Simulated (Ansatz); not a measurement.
## Worked example: self-consistent single point of Ba3Si2O7 (I4/mmm, 12 atoms in the cell) in Ansatz

Method: PBE (plane waves, PAW; Ansatz, an electronic-structure program).

This input was run:

Ansatz 0.2 input:
```yaml
# Ba3Si2O7
crystal:
  lattice:
    - [-1.992326, 1.992326, 10.411178]
    - [1.992326, -1.992326, 10.411178]
    - [1.992326, 1.992326, -10.411178]
  atoms:
    - { symbol: Ba, position: [0.500000, 0.500000, 0.000000] }
    - { symbol: Ba, position: [0.315200, 0.315200, 0.000000] }
    - { symbol: Ba, position: [0.684800, 0.684800, 0.000000] }
    - { symbol: Si, position: [0.097800, 0.097800, 0.000000] }
    - { symbol: Si, position: [0.902200, 0.902200, 0.000000] }
    - { symbol: O, position: [0.000000, 0.000000, 0.000000] }
    - { symbol: O, position: [0.595800, 0.095800, 0.500000] }
    - { symbol: O, position: [0.095800, 0.595800, 0.500000] }
    - { symbol: O, position: [0.404200, 0.904200, 0.500000] }
    - { symbol: O, position: [0.904200, 0.404200, 0.500000] }
    - { symbol: O, position: [0.193600, 0.193600, 0.000000] }
    - { symbol: O, position: [0.806400, 0.806400, 0.000000] }
basis:
  ecutwfc: 420.0 eV
kpoints:
  mp_grid: { grid: [6, 6, 6] }
hamiltonian:
  xc: pbe
  pseudopotentials: { kind: paw }
scf:
  occupations: { method: methfessel_paxton, width: 0.136 eV }
output:
  forces: true
  eigenvalues: true
  stress: true
```

The program printed (abridged):

```
WARN ansatz: RAYON_NUM_THREADS=1 ignored (pool sized by the plan → 1); use --threads N
basis.fft_grid_basis auto: the FFT boxes are laid along the combinations [[1, 0, 1], [0, 1, 1], [0, 0, 1]] of the cell's own vectors, 3.985, 3.985 and 10.786 Å …
Pseudopotentials: kind: paw
Pseudopotential: Ba, paw, valence charge 10
Pseudopotential: Si, paw, valence charge 4
Pseudopotential: O, paw, valence charge 6
Crystal: 12 atoms, lattice volume = 165.303 Å³
Basis set: ecut = 420 eV, 3239 PW (Γ), FFT grids on a1+a3, a2+a3, a3, exchange–correlation on 54×54×150 points (8 copies of the dense FFT grid, shifted against one another)
Bands: 52, of which v1, the nominal top of the filled ones, is band 40 counted from 1 (39 counted from 0)
Symmetry: 16 space group operations
Space group: I4/mmm (ITA 139), of the structure as read, at distance tolerance 5.5e-5 Å
k-points: 30 of 216
Initial density: superposition of atomic densities (neutral atoms: chi_scale 0, normalization atom), corrected by the library's trained network
Initial wavefunctions: pseudopotential atomic-orbital guess
Eigensolver: davidson
Functional: x = pbe(κ = 0.804, μ = 0.2195149727645171), c = pbe(β = 0.06672455060314922)
SCF iter   1: F=—  HF=-23104.267673 eV  |F-HF|=—  |Δ(HF+E_count)|=         —  Δρ=2.46e-3  dr2=3.16e-2  ethr=1.77e-3  ⟨swp⟩=10.0  Hψ=8346  notcnv=0  defer=21
all-band conjugate gradients solve this SCF's bands
preconditioner: auto → Resta (q_TF=auto, 2.417 Å⁻¹)
SCF iter   2: F=—  HF=-23104.263634 eV  |F-HF|=—  |Δ(HF+E_count)|=   4.04e-3  S|Δr|=    0.00e0  Δρ=1.03e-3  dr2=8.42e-3  ethr=3.95e-5  ⟨swp⟩=1.7  Hψ=1837  notcnv=0  defer=21
SCF iter   3: F=—  HF=-23104.262211 eV  |F-HF|=—  |Δ(HF+E_count)|=   1.42e-3  S|Δr|=    0.00e0  Δρ=2.26e-4  dr2=3.01e-4  ethr=1.05e-5  ⟨swp⟩=2.0  Hψ=1976  notcnv=0  defer=21
SCF iter   4: F=—  HF=-23104.262153 eV  |F-HF|=—  |Δ(HF+E_count)|=   5.83e-5  S|Δr|=    0.00e0  Δρ=8.00e-5  dr2=1.07e-5  ethr=3.76e-7  ⟨swp⟩=2.0  Hψ=2193  notcnv=0  defer=21
SCF iter   5: F=—  HF=-23104.262341 eV  |F-HF|=—  |Δ(HF+E_count)|=   1.89e-4  S|Δr|=    0.00e0  Δρ=3.12e-5  dr2=1.29e-6  ethr=1.34e-8  ⟨swp⟩=2.0  Hψ=2620  notcnv=0  defer=35
SCF iter   6: F=-23104.262341 eV  HF=-23104.262341 eV  |F-HF|=2.55e-8  |Δ(HF+E_count)|=   1.72e-8  S|Δr|=    0.00e0  Δρ=5.93e-6  dr2=5.09e-8  ethr=1.25e-10  ⟨swp⟩=12.2  Hψ=9416  notcnv=0
SCF 1 converged in 6 iterations: F = -23104.262341 eV  dr2 = 5.09e-8
SCF converged after 6 iterations
Stability not checked (fill_not_monotonic)
Free energy (F): -23104.262341 eV
Harris-Foulkes:  -23104.262341 eV  (|F-HF|=2.55e-8)
Internal energy: -23104.262341 eV  (E = F + TS)
E sigma→0 (E₀):  -23104.262341 eV
Fermi energy:    9.687411 eV
Step filling:    the computed levels leave a gap of 1.1224 eV = 8.3 smearing widths
--- Per-component energies (eV) ---
  E_band       = 76.863193
  E_kinetic    = 1820.779055
  E_local      = -2861.451635  (includes V_loc(G=0)·N_el)
  E_nonlocal   = 546.861125
  E_hartree    = 1049.910034
  E_xc         = -1138.276978
  E_vxc        = -1169.900863  (∫ρ·V_xc dr)
  E_paw        = -17806.564111  (= ΣΔE_a)
  E_vpaw       = -359.265743  (= ΣTr[D̂ρ^β])
  E_aug_tail   = 0.016851  (compensation charges beyond the density's cutoff)
  E_ewald      = -4715.536682
  E_smearing   = 0.000000  (= −TS)
  E_closure    = -0.000000  (closes the sum)
  Σ components = -23104.262341   (vs F -23104.262341, Δ=0.00e0)
--- Forces (eV/Å), atoms counted from 1 ---
  atom   1  Ba    -0.00000000    -0.00000000    -0.00000000
  atom   2  Ba    -0.00000000    -0.00000000     0.02032751
  atom   3  Ba    -0.00000000     0.00000000    -0.02032751
  atom   4  Si     0.00000000     0.00000000     0.14231941
  atom   5  Si    -0.00000000     0.00000000    -0.14231941
  atom   6  O     -0.00000000     0.00000000     0.00000000
  atom   7  O     -0.00000000     0.00000000     0.07540171
  atom   8  O     -0.00000000     0.00000000     0.07540171
  atom   9  O      0.00000000     0.00000000    -0.07540171
  atom  10  O      0.00000000     0.00000000    -0.07540171
  atom  11  O      0.00000000    -0.00000000    -3.16870018
  atom  12  O     -0.00000000     0.00000000     3.16870018
  max |Σ_I F_I| component: 4.44e-16 eV/Å
--- Stress (GPa, compression-positive) ---
       -9.380143       0.000000       0.000000
        0.000000      -9.380143      -0.000000
        0.000000      -0.000000      -9.734017
  P = ⅓ Tr σ = -9.4981 GPa (-94.981 kbar)
  The stress holds the Pulay correction. Without it, at fixed plane waves, as pw.x and ABINIT print it: P = -10.0014 GPa
--- Band table (eV; the first three rows and the last of 30) ---
  k-point 0: bands = ["-15.6577", "-15.4473", "-15.1281", "-8.8152", "-8.7080", "-7.0565", "-7.0412", "-6.9517", "-6.8025", "-6.7689", "-1.0078", "-0.8920", "-0.8920", "-0.6193", "-0.6193", "-0.3861", "-0.2377", "-0.2377", "-0.1925", "3.8826", [...]
  k-point 1: bands = ["-15.5819", "-15.4203", "-15.0738", "-8.6429", "-8.6054", "-7.2839", "-7.2509", "-7.0523", "-6.8745", "-6.8604", "-1.0184", "-1.0086", "-0.7512", "-0.6177", "-0.4634", "-0.4262", "-0.4091", "-0.2342", "-0.0784", "2.3075", [...]
  k-point 2: bands = ["-15.4347", "-15.3771", "-14.9743", "-8.2644", "-8.1787", "-7.6846", "-7.6251", "-7.1480", "-6.9859", "-6.9379", "-1.3000", "-1.1240", "-1.0723", "-0.9511", "-0.9395", "-0.5941", "-0.4891", "-0.2348", "-0.2108", "0.8297", [...]
  k-point 29: bands = ["-15.6504", "-15.4606", "-15.1219", "-8.7622", "-8.7591", "-7.0565", "-7.0463", "-7.0411", "-6.8096", "-6.6610", "-1.0952", "-0.9200", "-0.9200", "-0.5474", "-0.5474", "-0.2843", "-0.2843", "-0.2735", "-0.2107", "3.8905", [...]
```

The run converged in 6 iterations.

The starting cell was generated: these elements placed on a structure prototype, without a prior relaxation; it need not be a known phase or ordering of this composition. With a pressure of about -9 GPa the cell is away from its equilibrium volume at this level. Forces in this geometry exceed 1 eV/Å. Ansatz's pressure includes its estimate of the finite-basis (Pulay) stress. Without the estimate this run gives -10.00 GPa.
